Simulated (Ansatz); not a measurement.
Fluorite PtAl2, treated with PBEsol-D3(BJ) in Ansatz (plane waves, PAW).

Numerical settings: plane-wave cutoff 520 eV, 16×16×16 k mesh, Fermi–Dirac smearing 0.05 eV, scalar-relativistic PAW data made under PBE.

Cell (relaxed at this level):

```cif
data_Al2Pt
_chemical_formula_sum 'Al2 Pt1'
_space_group_name_H-M_alt 'P 1'
_space_group_IT_number 1
_cell_length_a 4.13165
_cell_length_b 4.13165
_cell_length_c 4.13165
_cell_angle_alpha 60.000
_cell_angle_beta 60.000
_cell_angle_gamma 60.000
loop_
_space_group_symop_operation_xyz
  'x, y, z'
loop_
_atom_site_label
_atom_site_type_symbol
_atom_site_fract_x
_atom_site_fract_y
_atom_site_fract_z
_atom_site_occupancy
Al1 Al 0.25000 0.25000 0.25000 1
Al2 Al 0.75000 0.75000 0.75000 1
Pt1 Pt 0.00000 0.00000 0.00000 1
```

### Question
Predict the bulk modulus and pressure derivative B′ of the bulk modulus.

### Answer

- bulk modulus = 148 GPa
- pressure derivative B′ of the bulk modulus = 4.4

The run finds no gap.

Spin–orbit coupling is not included.

Computed values are for the static lattice.

The result took roughly 60 core-seconds.

Ansatz is a program for electronic structure.
